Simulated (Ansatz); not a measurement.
What biaxial strain +1.00 %, plane normal [001], relaxed out of plane does to InSb

The reference is InSb in the zinc blende structure (space group F-43m, No. 216; a = 6.5561 Å). Axes: x, y, z lie along the cube axes.

One thing is altered: tensile biaxial strain of 1.00 % in the plane normal to [001], as in epitaxy on a mismatched substrate; the out-of-plane cell vector and the atoms relax.

Method: plane-wave PAW DFT at the r2SCAN level (Ansatz, a quantum-chemistry and plane-wave program, 500 eV), scalar-relativistic without spin-orbit coupling. k-mesh 12×12×12 (Γ-centred); smearing 0.05 eV (Fermi–Dirac).

```tsv
quantity	base	changed	shift
space group	F-43m (No. 216)	I-4m2 (No. 119)	–
energy relative to the base (free energy F)	0 meV/atom	+1.3 meV/atom	+1.3 meV/atom
pressure (mean of the normal stresses, compression positive)	0.0 GPa	-0.4 GPa	-0.4 GPa
band gap (uncertain: the Fermi level lies in a band; the changed cell)	zero	0.07 eV	–
out-of-plane strain (rough)	–	-1.05 %	–
mean in-plane stress (compression positive) (rough)	–	-0.6 GPa	–
```

Without a gap, meshes like the base's 12×12×12 leave anisotropic stresses uncertain by several tenths of a GPa, and small strain energies with them. Spin-orbit coupling, missing from the scalar runs, can matter with Sb. No phonon test of stability was made. The final runs are not spin-polarised. Gaps under 0.05 eV, about the width of the smearing, are given as zero. A zero or small gap of InSb can be the functional's error rather than a property of the material.
